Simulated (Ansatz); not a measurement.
Given:

End structure of a constructed model of the (100) surface of fcc Pd, a pseudomorphic layer of Sc in the host's stacking (bottom of the slab: a bare face, its two planes held):

```xyz
7
Lattice="2.7886 0.0000 0.0000 0.0000 2.7886 0.0000 0.0000 0.0000 28.5000" Properties=species:S:1:pos:R:3 pbc="T T T"
Pd     1.3943     1.3943     8.0539
Pd     0.0000     0.0000    10.0257
Pd     1.3943     1.3943    11.9943
Pd     0.0000     0.0000    13.9704
Pd     1.3943     1.3943    15.9514
Pd     0.0000     0.0000    18.0057
Sc     1.3943     1.3943    19.9572
```

Set-up: 7 atoms, 12.4 Å thick at the start; mesh 13x13x1; 0.1 eV smearing; dipole correction on; single point; on the structure that PBE left under its start's symmetry; no spin, no spin-orbit, no U. It is one candidate, not shown to be the stable structure of the face.

Question: Estimate the work function of the top face that r2SCAN, at the PBE geometry (Ansatz, an electronic-structure program) returns for this input.

Answer: 4.30 eV
